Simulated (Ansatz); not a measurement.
The parent structure is BN in the zinc blende structure (space group F-43m, No. 216; a = 3.610 Å).

All numbers come from Kohn–Sham DFT with the r2SCAN functional, run in Ansatz (a program for electronic structure) with PAW and 500 eV plane waves, no spin-orbit coupling.

For the base:

- Hole mass: 0.48, 0.51, 0.51 mₑ (at Γ)
- Band gap: 5.00 eV
- Volume per atom: 5.88 Å³
- Electron mass: 0.87 mₑ along k, 0.29 mₑ across (at X)

One thing is altered: cell and atoms relaxed at a pressure of 2.1 GPa.

Q: What happens to the hole mass, band gap, volume per atom and electron mass?

A: The hole mass (degenerate bands, along [100]) remains 0.48, 0.51, 0.51 mₑ (at Γ); the band gap hardly moves (5.00 eV against 5.01 eV); the volume per atom decreases by 0.03 Å³, from 5.88 Å³ to 5.85 Å³; the electron mass is still 0.87 mₑ along k, 0.29 mₑ across (at X).

Load acts through the strain it causes; cell and atoms are relaxed under it. Masses are band curvatures over ±0.01 Å⁻¹ around the edge. Along k means along the line from Γ to the band edge. Stability against distortions was not tested.
